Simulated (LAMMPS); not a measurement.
Pressure dependence of Al (fcc) at 560 K, from the crystal.

Computed with classical MD, pair style meam, file MoCoNiVFeAlCr_2nn.meam; code LAMMPS.

```
P (GPa)                                state                    volume       coordination number
-------  -----------------------------------  ------------------------  ------------------------
0        crystal; no diffusion seen in 30 ps    17.145 ± 0.002 Å³/atom  12.0 (counted to 3.54 Å)
2        crystal; no diffusion seen in 30 ps    16.664 ± 0.001 Å³/atom  12.0 (counted to 3.50 Å)
5        crystal; no diffusion seen in 30 ps  16.0718 ± 0.0007 Å³/atom  12.0 (counted to 3.46 Å)
```

Caution (rows 2; 5): a run this short can hold a crystal over, or a liquid under, the potential's own melting point, which these runs don't give.

Estimate the isothermal bulk modulus at zero pressure. A parabola P(ln V) through the three points gives −dP/d ln V = 65 GPa at zero pressure.

States go by the mean squared displacement: a species diffuses where it passes 1.5 Å², still rises and gives D over 1e-6 cm²/s; a crystal has left its structure where atoms lie 0.35 Å off their sites on average or a cubic box changes its shape by 3 %, or the axial ratios of another lie 8 % off the starting cell's, which the potential's own relaxation can also do.

Uncertainties are statistical and leave out the potential's own error.
